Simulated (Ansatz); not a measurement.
A15 Mo3Si was calculated with PBEsol-D3(BJ) in Ansatz (PAW).

Numerical settings: plane-wave cutoff 520 eV, 12×12×12 k mesh, Fermi–Dirac smearing 0.05 eV, no spin polarisation, scalar-relativistic PAW data made under PBE.

Cell (relaxed at this level):

Mo$_{3}$Si has the cubic space group Pm-3n (No. 223), the A15 (Cr3Si type) structure, Pearson symbol cP8. Cell: a = b = c = 4.816 Å, α = β = γ = 90.00°. Si on 2a sees 12 Mo at 2.693 Å. Mo on 6c is surrounded by 2 Mo at 2.408 Å and 8 Mo at 2.949 Å and 4 Si at 2.693 Å. (Neighbours: up to the widest gap in distance over summed covalent radii, below 1.35, at either atom; cation-cation and far metal-metal contacts left out.)

Q: Predict the bulk modulus B0 and pressure derivative B′ of the bulk modulus.

A: 
- bulk modulus B0: 285 GPa
- pressure derivative B′ of the bulk modulus: 4.2

The run finds no gap.

It cost very roughly 4 core-minutes of CPU time.

Ansatz is a quantum-chemistry and plane-wave program.
